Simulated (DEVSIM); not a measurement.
Structure: abrupt Si p-n junction, at 300 K.

| layer (left to right) | material | thickness (μm) | Nd (cm⁻³) | Na (cm⁻³) | τn (s) | τp (s) |
|---|---|---|---|---|---|---|
| 1 | Si | 0.960 | - | 4.4e18 | 4.4e-7 | 4.4e-7 |
| 2 | Si | 0.430 | 2.9e16 | - | 4.4e-7 | 4.4e-7 |

Left contact: ohmic. Right contact: ohmic. Voltage is applied to the left contact. Recombination: SRH at mid-gap, Auger. Mobility is μmin + (μ − μmin)/(1 + (N/Nref)^α).

This is a model device: material constants are rounded textbook-type values typed into the input, and sizes, dopings and lifetimes were drawn at random. Values at 300 K.

```
parameter           Si
-------------  -------
gap (eV)         1.124
affinity (eV)     4.05
permittivity      11.7
Nc (cm⁻³)      2.86e19
Nv (cm⁻³)       3.1e19
μn (cm²/Vs)       1417
μp (cm²/Vs)        470
μn,min              52
μp,min              45
Nref,n          9.7e16
Nref,p          2.2e17
αn                0.68
αp                0.72
Cn (cm⁶/s)     2.8e-31
Cp (cm⁶/s)     9.9e-32
```

Model (solved in DEVSIM): 1D drift-diffusion, Boltzmann statistics, complete ionisation; no tunnelling, impact ionisation, image-force lowering or self-heating.

Problem. Tabulate band edges, carrier densities and field at zero bias.

Solution. Energies count from the Fermi level of the right contact; mesh points crowd at the junctions.

| x (μm) | Ec (eV) | Ev (eV) | n (cm⁻³) | p (cm⁻³) | field (V/cm) |
|---|---|---|---|---|---|
| 0.000 | 1.073 | -0.050 | < 1e2 | 4.4e18 | ≈ 0 |
| 0.01498 | 1.073 | -0.050 | < 1e2 | 4.4e18 | ≈ 0 |
| 0.03883 | 1.073 | -0.050 | < 1e2 | 4.4e18 | ≈ 0 |
| 0.07679 | 1.073 | -0.050 | < 1e2 | 4.4e18 | ≈ 0 |
| 0.1645 | 1.073 | -0.050 | < 1e2 | 4.4e18 | ≈ 0 |
| 0.2768 | 1.073 | -0.050 | < 1e2 | 4.4e18 | ≈ 0 |
| 0.4745 | 1.073 | -0.050 | < 1e2 | 4.4e18 | ≈ 0 |
| 0.7027 | 1.073 | -0.050 | < 1e2 | 4.4e18 | ≈ 0 |
| 0.8078 | 1.073 | -0.050 | < 1e2 | 4.4e18 | ≈ 0 |
| 0.8738 | 1.073 | -0.050 | < 1e2 | 4.4e18 | ≈ 0 |
| 0.9152 | 1.073 | -0.050 | < 1e2 | 4.4e18 | ≈ 0 |
| 0.9476 | 1.073 | -0.051 | < 1e2 | 4.4e18 | -420 |
| 0.9610 | 1.028 | -0.096 | 150 | 7.6e17 | -120000 |
| 0.9763 | 0.894 | -0.230 | 27000 | 4.2e15 | -79000 |
| 1.010 | 0.652 | -0.472 | 3.2e8 | 3.6e11 | -63000 |
| 1.052 | 0.425 | -0.699 | 2.1e12 | 5.6e7 | -45000 |
| 1.124 | 0.219 | -0.905 | 5.9e15 | 20000 | -14000 |
| 1.215 | 0.179 | -0.945 | 2.8e16 | 4200 | -510 |
| 1.304 | 0.178 | -0.946 | 2.9e16 | 4000 | -13 |
| 1.344 | 0.178 | -0.946 | 2.9e16 | 4000 | ≈ 0 |
| 1.370 | 0.178 | -0.946 | 2.9e16 | 4000 | ≈ 0 |
| 1.390 | 0.178 | -0.946 | 2.9e16 | 4000 | ≈ 0 |
